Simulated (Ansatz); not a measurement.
**Short convergence ladders for LaZn (P4mm, 2 atoms in the cell)**

```
CELL_PARAMETERS angstrom
      3.76749     0.00000     0.00000
      0.00000     3.76749     0.00000
      0.00000     0.00000     3.76749
ATOMIC_POSITIONS crystal
  La 0.00000 0.00000 0.01327
  Zn 0.50000 0.50000 0.50000
```

Base method: PBEsol, default PAW files made with PBE (plane waves; Ansatz, a quantum-chemistry and plane-wave program).

Base settings: basis.ecutwfc = 420 eV; kpoints.mp_grid.grid = 9 9 9; hamiltonian.xc = pbesol; hamiltonian.pseudopotentials = {kind: paw} (the program's default PAW files); scf.occupations.method = gaussian; scf.occupations.width = 0.1 eV.

The count of work is k-points × plane waves × bands × iterations; it is no time. 

**The width of Fermi-Dirac smearing**

In this ladder: kpoints.mp_grid.grid = 15 15 15; scf.occupations.method = fermi_dirac.

Narrow widths need finer meshes than wide ones, so the last steps can hold mesh noise.

Only quantities that move along the ladder and can be compared are tabulated; pressure and forces are left out, as mesh noise rules them at narrow widths.

| scf.occupations.width | free energy less the last step's (meV/atom) | energy extrapolated to zero width less the last step's (meV/atom) |
|---|---|---|
| 1 eV | -1593.22 | -108.24 |
| 0.5 eV | -410.97 | 4.44 |
| 0.3 eV | -142.88 | 0.41 |
| 0.2 eV | -62.00 | -2.37 |
| 0.1 eV | -12.98 | -0.35 |
| 0.05 eV | 0.00 | 0.00 |

Widest scf.occupations.width that holds the free energy within 5 meV/atom: not settled: the last two steps still differ by 13 meV/atom, over half the tolerance, so the ladder does not show it.

Widest scf.occupations.width that holds the energy extrapolated to zero width within 1 meV/atom of the last step, with all finer ones: 0.1 eV; the step before is off by 2.4 meV/atom.

The extrapolation to zero width removes most of the smearing's effect on the energy.

**The width of Methfessel-Paxton smearing**

In this ladder: kpoints.mp_grid.grid = 15 15 15; scf.occupations.method = methfessel_paxton.

Narrow widths need finer meshes than wide ones, so the last steps can hold mesh noise.

Only quantities that move along the ladder and can be compared are tabulated; pressure and forces are left out, as mesh noise rules them at narrow widths.

```tsv
scf.occupations.width	free energy less the last step's (meV/atom)
0.5 eV	-3.28
0.3 eV	-0.46
0.2 eV	-0.09
0.1 eV	0.03
0.05 eV	0.00
```

Widest scf.occupations.width that holds the free energy within 1 meV/atom of the last step, with all finer ones: 0.3 eV; the step before is off by 3.3 meV/atom.

**The mesh under tetrahedron occupations**

In this ladder: scf.occupations.method = tetrahedron; scf.occupations.width = default.

Only quantities that move along the ladder and can be compared are tabulated.

```tsv
kpoints.mp_grid.grid	free energy less the last step's (meV/atom)	pressure (GPa)	largest difference of a force vector from the last step's (eV/Å)	count of work / last
4 4 4	-28.24	-3.61	0.023	0.026
5 5 5	1.43	-3.15	0.006	0.025
6 6 6	3.37	-2.81	0.008	0.055
7 7 7	3.33	-2.77	0.001	0.055
9 9 9	1.54	-2.84	0.002	0.10
11 11 11	-0.38	-2.87	0.002	0.17
13 13 13	0.10	-2.86	0.001	0.27
16 16 16	0.01	-2.88	0.000	0.56
20 20 20	0.00	-2.89	0.000	1.0
```

Coarsest kpoints.mp_grid.grid that holds the free energy within 0.5 meV/atom of the last step, with all finer ones: 11 11 11, at 0.17 of the last step's count of work; the step before is off by 1.5 meV/atom.

Coarsest kpoints.mp_grid.grid that holds the forces within 0.01 eV/Å of the last step, with all finer ones: 5 5 5, at 0.025 of the last step's count of work; the step before is off by 0.023 eV/Å.

Coarsest kpoints.mp_grid.grid that holds the pressure within 0.5 GPa of the last step, with all finer ones: 5 5 5, at 0.025 of the last step's count of work; the step before is off by 0.72 GPa.

Two neighbours can agree and both be off: 6 6 6 and 7 7 7 differ by 0.04 meV/atom in the free energy, yet lie about 3.3 meV/atom from the last step.

On the base run: the starting cell comes from a database of computed structures (which also holds hypothetical and non-ambient phases and stackings), without a prior relaxation at this level. Its lattice was rescaled by up to half a per cent. One atom was moved a little off its site on purpose. Ansatz's pressure includes its estimate of the finite-basis (Pulay) stress.

Left out of this page: 4 runs of the series outside the window shown, repeating another row's setting, or not comparable; 1 run of the series unsound by tests on forces, stress, charge or solver warnings.

Keys are those of Ansatz 0.2.
